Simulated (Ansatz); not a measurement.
## GdCl3 (P6₃/m, No. 176)

The numbers are results of r²SCAN+rVV10 (plane waves, PAW; Ansatz, a first-principles code), not measurements.

Settings: plane-wave cutoff 500 eV, 6×6×10 k mesh (along the axes of the cell as run), Fermi–Dirac smearing 0.05 eV, spin-polarised start, scalar-relativistic PAW data made under PBE.

Cell (relaxed at this level):

```
CELL_PARAMETERS angstrom
      7.34479     0.00000     0.00000
     -3.67239     6.36077     0.00000
      0.00000     0.00000     4.09825
ATOMIC_POSITIONS crystal
  Gd 0.33333 0.66667 0.25000
  Gd 0.66667 0.33333 0.75000
  Cl 0.38859 0.30108 0.25000
  Cl 0.61141 0.69892 0.75000
  Cl 0.08751 0.38859 0.75000
  Cl 0.91249 0.61141 0.25000
  Cl 0.69892 0.08751 0.25000
  Cl 0.30108 0.91249 0.75000
```

| Quantity | Value |
|---|---|
| equilibrium volume per atom | 23.93 Å³/atom |
| equilibrium lattice constant a | 7.345 Å |
| c axis length | 4.098 Å |

Note: the magnetic order was assumed, not searched for or taken from measurement; the 4f shell is treated without U or exact exchange, so its levels and filling can be wrong.

Spin–orbit coupling is not included.
